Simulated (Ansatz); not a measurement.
SiSe2 (model structure, started from the anatase type, I4₁/amd, No. 141, 6 atoms in the cell), treated with PBEsol (Ansatz, a program for electronic structure, PAW).

Settings: plane-wave cutoff 500 eV, 12×12×12 k mesh, Fermi–Dirac smearing 0.05 eV, scalar-relativistic PAW data made under PBE.

Cell (relaxed at this level):

```yaml
crystal:
  lattice:
    - [-2.55141, 2.55141, 5.12146]
    - [2.55141, -2.55141, 5.12146]
    - [2.55141, 2.55141, -5.12146]
  atoms:
    - { symbol: Si, position: [0.50000, 0.50000, 0.00000] }
    - { symbol: Si, position: [0.25000, 0.75000, 0.50000] }
    - { symbol: Se, position: [0.27567, 0.27567, 0.00000] }
    - { symbol: Se, position: [0.02567, 0.52567, 0.50000] }
    - { symbol: Se, position: [0.47433, 0.97433, 0.50000] }
    - { symbol: Se, position: [0.72433, 0.72433, 0.00000] }
```

Task: What does this level give for the band gap?

Result: 
- band gap: 0.13 eV (under three smearing widths, so not firm)

Note: the relaxation could raise the start's symmetry but not lower it, so the cell can be a saddle point.

Spin–orbit coupling is not included.

Static lattice: no zero-point or thermal effects.

A model structure was made by putting elements into a prototype or built by hand; it is no filed structure, need not be a known phase, and can be a saddle point held by its symmetry.
